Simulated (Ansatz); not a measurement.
# Ag: response to strain

Take Ag in the fcc (Cu type) structure (space group Fm-3m, No. 225; relaxed with 0.1 eV smearing) as the base.

```
Ag
1.0
    0.00000     2.05214     2.05214
    2.05214     0.00000     2.05214
    2.05214     2.05214     0.00000
Ag
1
Direct
  0.00000   0.00000   0.00000
```

Cartesian axes are those of the cell as printed.

Strains are applied to the cell and any free atomic positions relax.

The values are results of r2SCAN/PAW in Ansatz (a program for electronic structure), no spin-orbit coupling, not measurements.

Notes on the quantities. energy relative to the base: free energy F; pressure: mean of the normal stresses, compression positive.

| change | energy relative to the base | pressure | shortest interatomic distance |
|---|---|---|---|
| base | 0 meV/atom | 0.0 GPa | 2.902 Å |
| uniaxial strain ε_zz = −3.00 % | +6.4 meV/atom | 3.5 GPa | 2.859 Å |
| uniaxial strain ε_zz = −2.50 % | +4.4 meV/atom | 2.8 GPa | 2.866 Å |
| uniaxial strain ε_zz = −2.00 % | +2.8 meV/atom | 2.2 GPa | 2.873 Å |
| uniaxial strain ε_zz = −1.50 % | +1.6 meV/atom | 1.6 GPa | 2.880 Å |
| uniaxial strain ε_zz = −1.00 % | +0.7 meV/atom | 1.1 GPa | 2.888 Å |
| uniaxial strain ε_zz = −0.50 % | +0.2 meV/atom | 0.5 GPa | 2.895 Å |

No phonon test of stability was made.
